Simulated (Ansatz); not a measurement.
The reference is Si in the diamond structure (space group Fd-3m, No. 227).

```
CELL_PARAMETERS angstrom
      0.00000     2.72203     2.72203
      2.72203     0.00000     2.72203
      2.72203     2.72203     0.00000
ATOMIC_POSITIONS crystal
  Si 0.50000 0.50000 0.50000
  Si 0.75000 0.75000 0.75000
```

All numbers come from r2SCAN, PAW, 500 eV (Ansatz, a first-principles code; no spin-orbit coupling), earlier PAW set.

Carriers are added at fixed cell with a uniform background; the Fermi–Dirac width is that of 300 K.

One change was made to it. Results:

The Fermi level relative to the doped band's edge (positive inside the band; to 0.05 eV) comes out as +0.30 eV; the gap between the host's bands falls by 0.01 eV to 0.76 eV; the gap character remains indirect, Γ → a point along ⟨100⟩, about 1.0 Å⁻¹ from Γ.

### Question
Name the change that was made.
A. holes 3.0×10^21 cm⁻³
B. electrons 1.0×10^21 cm⁻³
C. holes 2.0×10^21 cm⁻³

### Answer
B, electrons 1.0×10^21 cm⁻³. For comparison, the gap between the host's bands in the other runs: holes 2.0×10^21 cm⁻³ gives 0.81 eV; holes 3.0×10^21 cm⁻³ gives 0.83 eV.

Charged cell with a jellium background: band edges are those of the host's band count, energies are not comparable with the neutral cell, and many-body gap narrowing is missing. Whether these cells are dynamically stable was not tested.
